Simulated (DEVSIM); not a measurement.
System: abrupt Si n-p junction, at 300 K.

```csv
layer (left to right),material,thickness (μm),Nd (cm⁻³),Na (cm⁻³),τn (s),τp (s)
1,Si,0.420,3.6e16,-,4.4e-5,4.4e-5
2,Si,35.0,-,1.5e15,4.4e-5,4.4e-5
```

Left contact: ohmic. Right contact: ohmic. Voltage is applied to the left contact. Recombination: SRH at mid-gap. Mobility is μmin + (μ − μmin)/(1 + (N/Nref)^α).

Constants are typed, rounded textbook-type inputs, not results; the design itself was drawn at random and stands for no fabricated device. Values at 300 K.

```tsv
parameter	Si
gap (eV)	1.124
affinity (eV)	4.05
permittivity	11.7
Nc (cm⁻³)	2.86e19
Nv (cm⁻³)	3.1e19
μn (cm²/Vs)	1417
μp (cm²/Vs)	470
μn,min	52
μp,min	45
Nref,n	9.7e16
Nref,p	2.2e17
αn	0.68
αp	0.72
```

Model (solved in DEVSIM): 1D drift-diffusion, Boltzmann statistics, complete ionisation; no tunnelling, impact ionisation, image-force lowering or self-heating.

The thickness of layer 2 was swept, all else fixed.

```csv
thickness of layer 2 (μm),dark forward voltage at 1 A/cm² (V)
7,0.544
12,0.557
21,0.571
35,0.585
60,0.601
100,0.627
180,(withheld)
```

Problem. What belongs in the gaps?

Solution. 
- 180, dark forward voltage at 1 A/cm² (V): 0.671
